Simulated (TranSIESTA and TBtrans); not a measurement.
**In chain with one bond stretched by 2.5 Å**

Junction: In chain with one bond stretched by 2.5 Å. Leads: straight In chain, spacing 2.9 Å. Geometry: as built, not relaxed.

Computed with TranSIESTA and TBtrans, PBE, DZP numerical orbitals (energy shift 0.15 eV), PseudoDojo norm-conserving scalar-relativistic potentials, mesh cutoff 200 Ry, 300 K, no spin polarisation, no spin-orbit coupling; self-consistent non-equilibrium Green functions.

| Property | Value |
|---|---|
| Conductance at 300 K (G0 = 2e²/h) | 0.14 |
| Thermopower (μV/K) | -5.6 |
| Mean T from −0.5 to 0.5 eV | 0.11 |

Energies count from the leads' Fermi level. Transmissions are for one spin of a degenerate pair. The energy step is 0.01 eV; narrower resonances are cut or missed.

```tsv
E (eV)	T	lead channels
-1.95	0.015	1
-1.80	0.0098	1
-1.65	0	0
-1.50	0	0
-1.35	0	0
-1.20	0.034	1
-1.05	0.046	1
-0.90	0.053	1
-0.75	0.058	1
-0.60	0.064	1
-0.45	0.069	1
-0.30	0.074	1
-0.15	0.085	3
0.00	0.15	3
0.15	0.13	3
0.30	0.12	3
0.45	0.13	3
0.60	0.13	3
0.75	0.14	3
0.90	0.16	3
1.05	0.17	3
1.20	0.18	3
1.35	0.19	3
1.50	0.21	3
1.65	0.22	3
1.80	0.23	3
1.95	0.24	3
```

The straight chain is held at its spacing; free chains may zigzag or dimerise. No spin-polarised start was tried, so a magnetic state, if there is one, is missed.
